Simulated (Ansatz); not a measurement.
The starting structures come from a database of crystals and need not be the phases stable at ambient conditions.

By PBEsol, the system below comes out a metal.

Without scattering a metal conducts by its projected Fermi surface.

Input:

```
CELL_PARAMETERS angstrom
      3.15538     0.00000     0.00000
      0.00000     3.15538     0.00000
      0.00000     0.00000     3.15538
ATOMIC_POSITIONS crystal
  Mg 0.00000 0.00000 0.00000
  Pd 0.50000 0.50000 0.50000
```

The cell is taken as given; by PBEsol it stands under a pressure of -1.2 GPa.

The current flows along the normal of the first two printed cell vectors, the (001) plane of the conventional cell. No spin-orbit coupling; the value is a mean over 0.1 eV about the Fermi level.

### Question
State the ballistic conductance per area according to Ansatz (a quantum-chemistry and plane-wave program) with PBEsol.

### Answer
0.88 × 10¹⁵ S/m² for both spins.
